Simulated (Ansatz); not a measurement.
Take InP in the zinc blende structure (space group F-43m, No. 216; a = 5.8269 Å) as the base. Axes: x, y, z lie along the cube axes.

Level of theory: Ansatz (a first-principles code), LDA, PAW, cutoff 420 eV, no spin-orbit coupling.

Now apply this change: every lattice vector is shortened by 2.00 %, atoms relaxed at fixed cell.

Task: Predict the stress tensor and what it implies for the stiffness.

Result: Stress of the strained cell less that of the base (GPa, compression positive):
```
   4.96    0.00    0.00
   0.00    4.96    0.00
   0.00    0.00    4.96
```

Then B = −ΔP/(ΔV/V₀) with ΔV/V₀ = -0.0588 gives secant stiffness values (nonlinear terms included at this strain): B ≈ 84 GPa.

As a check, the harmonic strain energy −½ V₀ Δσ:ε is 23 meV/atom; the computed energy rise is 21 meV/atom.

Stability against distortions was not tested.
